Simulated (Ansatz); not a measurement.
Effect of isotropic strain +1.80 % on KZnF3

Take KZnF$_{3}$ in the cubic perovskite structure (space group Pm-3m, No. 221; a = 4.127 Å) as the base.

Perturbation: the cell is scaled by 1.0180 in all directions, atoms relaxed at fixed cell.

All numbers come from PBE in Ansatz (plane waves to 420 eV, PAW, without spin-orbit coupling). Settings: 8×8×8 k-points, 0.05 eV Fermi–Dirac smearing.

Volume per atom: 14.84 Å³ (base 14.06 Å³)
Space group: Pm-3m (No. 221) (base Pm-3m (No. 221))
Energy relative to the base (free energy F): +8.3 meV/atom
Pressure: -3.30 GPa (base 0.01 GPa)
Band gap: 3.57 eV (base 3.71 eV)
Gap character: indirect, R → Γ (base indirect, R → Γ)
Mean gap deformation potential ΔEg/Δln V: -2.6 eV
Width of the top valence band: 1.24 eV (base 1.51 eV)
Electron mass: 0.44 mₑ (at Γ) (base 0.44 mₑ (at Γ))

Final structure:

```
CELL_PARAMETERS angstrom
      4.20176     0.00000     0.00000
      0.00000     4.20176     0.00000
      0.00000     0.00000     4.20176
ATOMIC_POSITIONS crystal
  K  0.00000 0.00000 0.00000
  Zn 0.50000 0.50000 0.50000
  F  0.50000 0.00000 0.50000
  F  0.00000 0.50000 0.50000
  F  0.50000 0.50000 0.00000
```

Effective masses come from finite differences of ±0.01 Å⁻¹. Whether these cells are dynamically stable was not tested. Many cubic perovskites are stable only at high temperature; tilts and polar distortions were not tested.

Ansatz is a program for electronic structure.
